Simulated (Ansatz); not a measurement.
Consider ZnGeP2 in the chalcopyrite structure (space group I-42d, No. 122).

```xyz
8
Lattice="-2.6870 2.6870 5.3127 2.6870 -2.6870 5.3127 2.6870 2.6870 -5.3127" Properties=species:S:1:pos:R:3 pbc="T T T"
Zn     0.0000     0.0000     0.0000
Zn     0.0000     2.6870     2.6564
Ge     0.0000     0.0000     5.3127
Ge     2.6870     0.0000     2.6564
P      1.3414     1.3435     6.6409
P      1.3435    -1.3414     3.9846
P      1.3456     1.3435     1.3282
P      1.3435     4.0283    -1.3282
```

Cartesian axes are those of the cell as printed.

Computed with LDA (Ansatz, a quantum-chemistry and plane-wave program), without spin-orbit coupling.

Strains are applied to the cell and any free atomic positions relax.

One change was made to it. Results:

The energy increases by 4.1 meV/atom; the smallest direct gap grows by 0.10 eV (1.18 eV → 1.28 eV); the band gap increases by 0.013 eV (1.00 eV → 1.02 eV).

What was done to the base?
A) uniaxial strain ε_zz = +2.25 %
B) uniaxial strain ε_zz = +0.75 %
C) uniaxial strain ε_zz = +3.00 %
D) uniaxial strain ε_zz = +1.50 %

A, uniaxial strain ε_zz = +2.25 %. For comparison, the energy relative to the base in the other runs: uniaxial strain ε_zz = +0.75 % gives +0.5 meV/atom; uniaxial strain ε_zz = +1.50 % gives +1.9 meV/atom; uniaxial strain ε_zz = +3.00 % gives +7.3 meV/atom.

Whether these cells are dynamically stable was not tested.
